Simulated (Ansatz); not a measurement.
The reference is InP in the zinc blende structure (space group F-43m, No. 216; a = 5.827 Å). Axes: x, y, z lie along the cube axes.

Method: LDA in Ansatz (plane waves to 420 eV, PAW, scalar-relativistic without spin-orbit coupling).

For the base:

- Valley order = Γ 0.58 eV; L along ⟨111⟩ 1.35 eV; X along ⟨100⟩ 1.57 eV

The change: tensor shear ε_xy = +1.14 % (engineering shear γ = 0.0228), atoms relaxed at fixed cell.

### Question
Estimate the effect on the valley order.

### Answer
The valley order (the lowest conduction-band minima on the path, energy above the VBM, named in the base's zone) goes from Γ 0.58 eV; L along ⟨111⟩ 1.35 eV; X along ⟨100⟩ 1.57 eV to Γ 0.49 eV; L along [1-1-1] 1.17 eV; L along [111] 1.37 eV; X along [001] 1.44 eV.

### Question
What does the calculation give for the energy relative to the base after the change?

### Answer
The energy goes up by 1.8 meV/atom.

### Question
Estimate the effect on the stress.

### Answer
The stress (xx, yy, zz, yz, xz, xy; compression positive) amounts to (0.01, 0.01, -0.01, 0.00, 0.00, -1.04) GPa.

The levels and masses belong to the bands next to the band gap. The cells carry an imposed strain or load. Whether these cells are dynamically stable was not tested.

Ansatz is a first-principles code.
